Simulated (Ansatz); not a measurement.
Here is the system:

```yaml
crystal:
  lattice:
    - [3.89113, 0.00000, 0.00000]
    - [0.00000, 3.89113, 0.00000]
    - [0.00000, 0.00000, 3.89113]
  atoms:
    - { symbol: Sr, position: [0.00000, 0.00000, 0.00000] }
    - { symbol: Ti, position: [0.50000, 0.50000, 0.50000] }
    - { symbol: O, position: [0.50000, 0.00000, 0.50000] }
    - { symbol: O, position: [0.00000, 0.50000, 0.50000] }
    - { symbol: O, position: [0.50000, 0.50000, 0.00000] }
```

Calculation: PBEsol, rigid bands (plane waves, PAW, scalar-relativistic; Ansatz, an electronic-structure program). How the cell was made: cell and atoms relaxed with PBEsol.

Predict the electron conductivity mass (n e² τ/σ) at 300 K, by direction if it differs.

0.62 mₑ.

What conductivity effective mass do dilute holes have at 300 K?

1.81 mₑ.

And the band gap?

1.85 eV at this level; semilocal functionals usually fall short of the measured gap.

Rigid bands, one relaxation time for all states, no polarons. Spin-orbit coupling is left out; where it splits the top of the valence band it changes the hole mass and lowers the gap by about a third of the splitting.
